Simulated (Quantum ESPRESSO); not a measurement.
## Cost against accuracy: K_POINTS for La2H5 (I4_1/amd, 14 atoms in the cell)

Cell: a = 6.9068 Å, b = 6.9068 Å, c = 6.9068 Å, α = 69.73°, β = 47.68°, γ = 47.68°.

Level of theory: PBEsol, GBRV 1.5 ultrasoft (PBESOL) pseudopotentials (plane waves; Quantum ESPRESSO).

Base settings: ecutwfc = 40 Ry; ecutrho = 200 Ry; occupations = smearing; smearing = cold; degauss = 0.0073499 Ry; potentials = {La: la_pbesol_v1.uspp.F.UPF, H: h_pbesol_v1.4.uspp.F.UPF}; K_POINTS = automatic 5 5 5 0 0 0; conv_thr = 1e-10 Ry; mixing_beta = 0.3.

Misses are taken against the tightest run, automatic 9 9 9 0 0 0, which need not be fully converged itself. The energy is the free energy per atom.

The count of work is k-points × plane waves × bands × iterations; it is no time, and leaves out set-up, grids and terms that scale otherwise. Core times come from one kind of shared machine and are given to one figure; runs under 30 s give none.

The starting cell comes from a database of computed structures (which also holds hypothetical and non-ambient phases and stackings), without a prior relaxation at this level.

The runs (K_POINTS): automatic 1 1 1 0 0 0 | automatic 2 2 2 0 0 0 | automatic 3 3 3 0 0 0 | automatic 4 4 4 0 0 0 | automatic 5 5 5 0 0 0 | automatic 7 7 7 0 0 0 | automatic 8 8 8 0 0 0 | automatic 9 9 9 0 0 0.

### Question
Which is the coarsest setting among those run that, with all tighter ones, holds the energy within 10 meV/atom of the reference, and what does it save?

### Answer
automatic 3 3 3 0 0 0, off by 0.86 meV/atom; it needs 0.084 of the reference's count of work and about 0.2 of the reference's time.

### Question
Which is the coarsest setting among those run that, with all tighter ones, holds the energy within 1 meV/atom of the reference, and what does it save?

### Answer
automatic 5 5 5 0 0 0, off by 0.25 meV/atom; it needs 0.23 of the reference's count of work and about 0.3 of the reference's time. The coarser automatic 3 3 3 0 0 0 also lies inside, but a setting between leaves the range again, so that is luck.

### Question
For at most 0.2 times the reference's count of work, which run misses the energy least?

### Answer
automatic 3 3 3 0 0 0, with a miss of 0.86 meV/atom at a count of 0.084.

### Question
What does the step from automatic 4 4 4 0 0 0 to automatic 8 8 8 0 0 0 buy?

### Answer
It takes the miss in the energy from 2.0 to 0.08 meV/atom, for 3.8 times the count of work and roughly 3 times the time.

```tsv
K_POINTS	energy less reference (meV/atom)	pressure less reference (GPa)	largest difference in the force on any atom (eV/Å)	count of work / reference	core time / reference (rough)
automatic 1 1 1 0 0 0	-83.85	-2.82	0.330	0.018	0.10
automatic 2 2 2 0 0 0	17.52	0.31	0.068	0.050	0.1
automatic 3 3 3 0 0 0	-0.86	-0.04	0.013	0.084	0.2
automatic 4 4 4 0 0 0	2.03	0.03	0.018	0.24	0.3
automatic 5 5 5 0 0 0	-0.25	0.00	0.013	0.23	0.3
automatic 7 7 7 0 0 0	-0.16	0.00	0.002	0.50	0.5
automatic 8 8 8 0 0 0	0.08	0.00	0.003	0.92	1.0
automatic 9 9 9 0 0 0	0.00	0.00	0.000	1.0	1
```
